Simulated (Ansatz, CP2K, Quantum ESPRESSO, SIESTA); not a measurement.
Code comparison for LaCO (C2/m, 6 atoms in the cell)

Self-consistent single point, at a second geometry (lattice scaled by 0.98). First geometry:

```
CELL_PARAMETERS angstrom
      3.54557    -2.00557     0.00000
      3.54557     2.00557     0.00000
     -0.68026     0.00000     7.33580
ATOMIC_POSITIONS crystal
  La 0.31643 0.31643 0.29245
  La 0.68357 0.68357 0.70755
  C  0.03925 0.03925 0.92668
  C  0.96075 0.96075 0.07332
  O  0.65265 0.65265 0.37930
  O  0.34735 0.34735 0.62070
```

Shared settings, as Ansatz (a quantum-chemistry and plane-wave program) writes them: kpoints.mp_grid.grid = 7 7 4; scf.occupations.method = fermi_dirac; scf.occupations.width = 0.05 eV. Potentials and cutoffs stand in the table.

```csv
code,model,ΔF from the first geometry (meV/atom),pressure (GPa),largest force (eV/Å),gap on the mesh (eV),cutoff
Ansatz,"PBEsol, PAW files made with PBE",0.2,3.89,1.746,2.988,default
CP2K,"PBEsol, GPW, DZVP-MOLOPT-SR-GTH basis, GTH-PBE potentials (GTH_POTENTIALS)",11.2,6.06,2.255,3.014,grid 500 Ry
Quantum ESPRESSO,"PBEsol, GBRV 1.5 ultrasoft (PBESOL) pseudopotentials",3.0,4.53,2.075,3.001,40 Ry
SIESTA,"GGA PBEsol, numerical atomic orbitals DZP, PseudoDojo PBEsol standard norm-conserving potentials (rewritten from UPF to PSML)",24.4,8.51,4.355,3.146,grid 300 Ry
```

Size of the force on each atom (eV/Å): Sizes of forces hide their directions.

```tsv
code	La1	La2	C3	C4	O5	O6
Ansatz	0.290	0.290	1.746	1.746	0.029	0.029
CP2K	0.520	0.520	2.255	2.255	0.060	0.060
Quantum ESPRESSO	0.320	0.320	2.075	2.075	0.037	0.037
SIESTA	0.670	0.670	4.355	4.355	0.108	0.108
```

Gaps are read on the mesh.

The spread over the programs that give each value: ΔF from the first geometry within 24.2 meV/atom; pressure within 4.62 GPa; largest force within 2.609 eV/Å; gap on the mesh within 0.158 eV.

CP2K and SIESTA use small atom-centred bases, whose incompleteness enters pressures, forces and empty levels differently from a plane-wave cutoff. Ansatz's pressure is given at a fixed set of plane waves, as the other plane-wave codes print theirs; with its correction for the finite basis it is 4.11 GPa (the shift of 0.22 GPa shows how far the cutoff is from converged). In the pressure, CP2K (by 1.85) and SIESTA (by 4.30) lie more than 1 GPa from the median of the plane-wave programs. In the gap, SIESTA (by 0.152) lies more than 0.12 eV from the median of the plane-wave programs.

The starting cell comes from a database of computed structures (which also holds hypothetical and non-ambient phases and stackings), without a prior relaxation at this level. For this run, on top of that: lattice scaled by 0.98.

Keys are those of Ansatz 0.2.
